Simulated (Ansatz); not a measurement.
Input:

```
CELL_PARAMETERS angstrom
      3.94042     0.00000     0.00000
     -1.97021     3.58893     0.00000
      0.00000     0.00000     6.18831
ATOMIC_POSITIONS crystal
  La 0.34001 0.68002 0.25028
  La 0.65999 0.31998 0.74972
  O  0.00000 0.00000 0.00000
  O  0.33468 0.66936 0.64556
  O  0.66532 0.33064 0.35444
```

No spin polarisation.

A single point on La2O3 with a change (uniaxial strain ε_yy = +5.17 %), its geometry relaxed with PBE.

Method: r2SCAN (Ansatz, a program for electronic structure, PAW, spin-orbit coupling left out), earlier PAW set. k-mesh 10×10×6 (Γ-centred); smearing 0.05 eV (Fermi–Dirac).

Task: Predict the pressure, gap character and smallest direct gap.

Result: 
- Pressure: -7.26 GPa
- Gap character: indirect, M₂ → C₂–Y₂ (17 % along)
- Smallest direct gap: 4.33 eV

Single points use the geometry relaxed with PBE. Stability against distortions was not tested. The cell was made from La₂O₃ (space group P-3m1, No. 164) by this change: uniaxial strain ε_yy = +5.17 %.
